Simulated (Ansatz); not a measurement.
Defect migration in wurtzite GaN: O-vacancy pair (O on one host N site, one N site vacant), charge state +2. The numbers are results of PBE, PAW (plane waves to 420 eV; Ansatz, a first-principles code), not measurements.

72-site cell at the relaxed PBE lattice, one k-point at (0.125, 0.250, 0.250), smearing 0.01 eV, spin-restricted, no finite-size correction. Static, classical nuclei. The charge state is imposed; whether it is stable for some Fermi level was not computed. Forms of the defect that were not tried may lie lower. The start lies 0.063 eV above the lowest site run (PBE).

Barriers: single points on a 2×2×2 k-point mesh shifted by half a step along c at the bands' geometries.

The step: a nearby N atom hops onto the vacant site (O-vacancy distance between ideal sites 3.21 Å throughout). Atoms about the jump, Cartesian Å from the middle of the jump, before and after:

```
atom     x0     y0     z0     x1     y1     z1
----  -----  -----  -----  -----  -----  -----
N1     0.00   0.93   1.30   0.00  -0.93  -1.30
Ga2    0.01   1.01  -0.65  -0.01   0.93  -0.80
Ga3   -0.07  -0.88   1.98  -0.08  -0.77   1.94
Ga4    1.50  -1.79  -0.80   1.62  -1.86  -0.76
O5     1.59  -1.84   1.30   1.60  -1.83   1.30
Ga6   -1.65  -1.89  -0.66  -1.63  -1.86  -0.68
N7    -1.60  -1.85   1.30  -1.60  -1.83   1.30
Ga8    1.61   1.89   1.96   1.66   1.90   1.99
N9     1.61   1.87  -1.32   1.60   1.87  -1.30
N10    3.20   0.94   1.30   3.19   0.93   1.29
Ga11   3.22   0.95  -0.67   3.22   0.93  -0.69
N12   -1.61   1.86  -1.32  -1.61   1.86  -1.30
Ga13  -1.63   1.88   1.96  -1.67   1.88   1.98
N14    3.18  -0.91  -1.31   3.21  -0.92  -1.31
Ga15   3.28  -0.87   1.97   3.28  -0.89   1.98
```

Task: Predict the transition state.

Result: 
```csv
atom,x,y,z
N1,0.29,-0.16,0.28
Ga2,-0.02,1.24,-0.85
Ga3,-0.06,-1.03,1.93
Ga4,1.49,-1.65,-0.68
O5,1.70,-2.00,1.41
Ga6,-1.60,-1.81,-0.66
N7,-1.66,-1.96,1.31
Ga8,1.64,1.83,1.95
N9,1.65,1.97,-1.39
N10,3.22,0.90,1.29
Ga11,3.20,0.98,-0.69
N12,-1.67,1.98,-1.36
Ga13,-1.73,1.92,2.02
N14,3.18,-0.88,-1.32
Ga15,3.28,-0.93,1.98
```
It lies 3.50 eV above the start and 3.47 eV above the end. The saddle point's order was not checked.
